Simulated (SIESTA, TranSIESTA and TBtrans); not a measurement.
## Ta chain with one bond stretched by 0.6 Å

Junction: Ta chain with one bond stretched by 0.6 Å. Leads: straight Ta chain, spacing 2.35 Å. Geometry: as built, not relaxed.

Computed with TranSIESTA and TBtrans, PBE, DZP numerical orbitals (energy shift 0.15 eV), PseudoDojo norm-conserving scalar-relativistic potentials, mesh cutoff 200 Ry, 300 K, spin-polarised (collinear), no spin-orbit coupling; self-consistent non-equilibrium Green functions.

```
Item                                                           Value
-------------------------------------------------------------  -----
Conductance at 300 K (G0 = 2e²/h)                               3.01
Mean T from −0.5 to 0.5 eV                                      2.94
Spin polarisation of the conductance, (up − down)/(up + down)   0.20
```

Energies count from the leads' Fermi level. Transmissions are for each spin. The energy step is 0.01 eV; narrower resonances are cut or missed.

```
E (eV)  T up  T down  lead channels up       down
------  ----  ------  ----------------  ---------
-2.00   1.61    1.18                 4          3
-1.90   1.70    1.22                 4          3
-1.80   1.79    1.27                 4          3
-1.70   1.89    1.31                 4          3
-1.60   1.98    1.35                 4          3
-1.50   2.07    1.42                 4          4
-1.40   2.16    1.50                 4          4
-1.30   2.24    1.58                 4          4
-1.20   2.31    1.66                 4          4
-1.10   2.37    1.73                 4          4
-1.00   2.42    1.81                 4          4
-0.90   2.47    1.88                 4          4
-0.80   2.50    1.95                 4          4
-0.70   2.74    2.02                 6          4
-0.60   3.02    2.09                 6          4
-0.50   3.26    2.15                 6          4
-0.40   3.47    2.21                 6          4
-0.30   3.62    2.27                 6          4
-0.20   3.71    2.32                 6          4
-0.10   3.70    2.37                 6          4
0.00    3.61    2.41                 6          4
0.10    3.45    2.47                 6  band edge
0.20    3.27    2.64                 6          6
0.30    3.09    2.77                 6          6
0.40    2.94    2.84                 6          6
0.50    2.84    2.93                 6          6
0.60    2.78    3.05                 6          6
0.70    2.75    3.21                 6          6
0.80    2.74    3.40                 6          6
0.90    2.76    3.56                 6          6
1.00    2.80    3.65                 6          6
1.10    2.83    3.66                 6          6
1.20    2.85    3.61                 6          6
1.30    2.79    3.54                 6          6
1.40    2.58    3.47                 6          6
1.50    2.00    3.41         band edge          6
1.60    1.30    3.38                 4          6
1.70    1.17    3.36                 4          6
1.80    1.06    3.36                 2          6
1.90    0.99    3.36                 1          6
2.00    0.99    3.32                 1          6
```

The magnetic order of the leads was set by the start, and no other order was tried; the separate lead runs end at 1.06 (left) and 1.06 (right) μB an atom. The straight chain is held at its spacing; free chains may zigzag or dimerise. Spin-orbit coupling, left out here, matters for the heavy atoms.
